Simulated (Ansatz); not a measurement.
BN (model structure, started from the SiC type, P3m1, No. 156, 20 atoms in the cell), treated with HSE06 (Ansatz, an electronic-structure program, PAW).

The input as run:

Ansatz 0.2 input:
```yaml
crystal:
  lattice:
    - [2.5460831997, 0.0000002971, 0.0]
    - [-1.2730418572, 2.2049725826, 0.0]
    - [0.0, 0.0, 20.8958467173]
  atoms:
    - { symbol: B, position: [0.0, 0.0, 0.1998322147] }
    - { symbol: B, position: [0.0, 0.0, 0.4000426566] }
    - { symbol: B, position: [0.3333333333, 0.6666666667, 0.2996764478] }
    - { symbol: B, position: [0.0, 0.0, 0.6002152579] }
    - { symbol: B, position: [0.3333333333, 0.6666666667, -0.0001530041] }
    - { symbol: B, position: [0.3333333333, 0.6666666667, 0.7000243257] }
    - { symbol: B, position: [0.6666666667, 0.3333333333, 0.9000041235] }
    - { symbol: B, position: [0.0, 0.0, 0.8003951018] }
    - { symbol: B, position: [0.6666666667, 0.3333333333, 0.1002224893] }
    - { symbol: B, position: [0.6666666667, 0.3333333333, 0.4998536669] }
    - { symbol: N, position: [0.3333333333, 0.6666666667, 0.7753654367] }
    - { symbol: N, position: [0.3333333333, 0.6666666667, 0.0751946201] }
    - { symbol: N, position: [0.0, 0.0, 0.67490912] }
    - { symbol: N, position: [0.0, 0.0, 0.2745740207] }
    - { symbol: N, position: [0.6666666667, 0.3333333333, 0.1749344999] }
    - { symbol: N, position: [0.6666666667, 0.3333333333, 0.5751951894] }
    - { symbol: N, position: [0.0, 0.0, 0.4747372425] }
    - { symbol: N, position: [0.6666666667, 0.3333333333, 0.9747458651] }
    - { symbol: N, position: [0.3333333333, 0.6666666667, 0.3750243996] }
    - { symbol: N, position: [0.0, 0.0, 0.8751063257] }
basis:
  ecutwfc: 460
  ecutrho_ratio: 4
  xc_grid: 2
kpoints:
  mp_grid: { grid: [9, 9, 1] }
  band_path: { path: [[0, 0, 0], [0.5, 0, 0]], npoints: 1 }
hamiltonian:
  xc: hse06
  dispersion: none
  pseudopotentials: { kind: paw }
scf:
  occupations: { method: fermi_dirac, width: 0.01 }
  convergence: { dr2_threshold: 0.000000002 }
output:
  forces: true
  stress: true
  eigenvalues: true
  write_bands: true
```

**Question.** How many irreducible k-points, plane waves at Γ does the program set up, and what pressure does the run end with?

**Answer.** 12 irreducible k-points, 2671 plane waves at Γ; P = -3.13 GPa, so the cell is stretched on average and its volume would shrink at this level.

The run printed, among other lines:

```
WARN output.stress: scf.convergence.dr2_threshold = 2e-9 eV is looser than the 1.6e-9 eV advised for a printed stress (1e-10 eV for each atom of the cell …
WARN output.stress: scf.exx.energy_threshold = 1e-6 eV is looser than the 1.6e-7 eV advised for a stress under a hybrid functional (1e-8 eV for each atom of …
Crystal: 20 atoms, lattice volume = 117.310 Å³
Basis set: ecut = 460 eV, 2671 PW (Γ), exchange–correlation on 36×36×300 points (8 copies of the dense FFT grid, shifted against one another)
Bands: 60, of which v1, the nominal top of the filled ones, is band 40 counted from 1 (39 counted from 0)
Symmetry: 6 space group operations
Space group: P3m1 (ITA 156), of the structure as read, at distance tolerance 4.9e-5 Å
k-points: 12 of 81 (time reversal used)
SCF iter   1: F=—  HF=-5422.670430 eV  |F-HF|=—  |Δ(HF+E_count)|=         —  Δρ=2.55e-3  dr2=6.48e-3
SCF iter   2: F=-5422.671639 eV  HF=-5422.671337 eV  |F-HF|=3.02e-4  |Δ(HF+E_count)|=   9.07e-4  Δρ=1.16e-3  dr2=9.13e-4
Crystal: 20 atoms, lattice volume = 117.310 Å³
Initial density: handed on by an earlier stage of this run
  ...
  ...
Free energy (F): -5424.461031 eV
Internal energy: -5424.461031 eV  (E = F + TS)
E sigma→0 (E₀):  -5424.461031 eV
Fermi energy:    13.843103 eV
--- Stress (GPa, compression-positive) ---
       -3.052679       0.000000       0.000000
        0.000000      -3.052679       0.000000
        0.000000       0.000000      -3.273191
  P = ⅓ Tr σ = -3.1262 GPa (-31.262 kbar)
```

The PAW data were made under PBE.

Note: the relaxation could raise the start's symmetry but not lower it, so the cell can be a saddle point. Note: cell and atoms aren't relaxed at this level (pressure -3.1 GPa).

A model structure was made by putting elements into a prototype or built by hand; it is no filed structure, need not be a known phase, and can be a saddle point held by its symmetry.
